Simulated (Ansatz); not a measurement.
Surface: Si(111) 1x1 surface, 6 top atoms, 3 bilayers, bottom bilayer H-capped and fixed, every top atom capped by H; cell 11.5 x 6.6 Å; two neighbouring H replaced by OH; about 7 Å thick over the host's atoms, 18 atoms held. Calculation: PBE-D3(BJ) (plane waves to 420 eV, PAW; Ansatz, a quantum-chemistry and plane-wave program). Sampling: 1x2x1 k points. The slab states were run without spin polarisation. Results hold for this slab, coverage and mesh. No zero-point or entropy terms are included. Each state was relaxed from one prepared geometry.

One H2O a cell is brought to the surface left by an earlier step (the surface fragment of BF3 exchanges a second ligand with a neighbouring O-H group), after HF has left. Relaxed result near the molecule:

```csv
atom,x (Å),y (Å),z (Å)
Si(1),2.078,3.356,9.503
Si(15),3.835,-0.016,9.386
Si(16),5.592,3.359,9.505
H(29),3.834,-0.173,10.894
O(46),5.081,3.398,11.089
O(48),2.580,3.379,11.094
B(a0),3.837,3.461,11.753
F(a3),3.814,4.285,12.847
O(c0),3.887,1.841,12.668
H(c1),3.052,1.751,13.160
H(c2),3.904,1.086,12.037
```

Question: What is the adsorption energy against the free H2O and the slab before, and how much of it is dispersion?

Answer: -0.23 eV (negative: bound); the D3 term gives -0.15 eV of it. Its closest contacts to the rest of the cell: H(c2)...H(29) 1.70 Å, O(c0)...B(a0) 1.86 Å, H(c1)...B(a0) 2.35 Å.
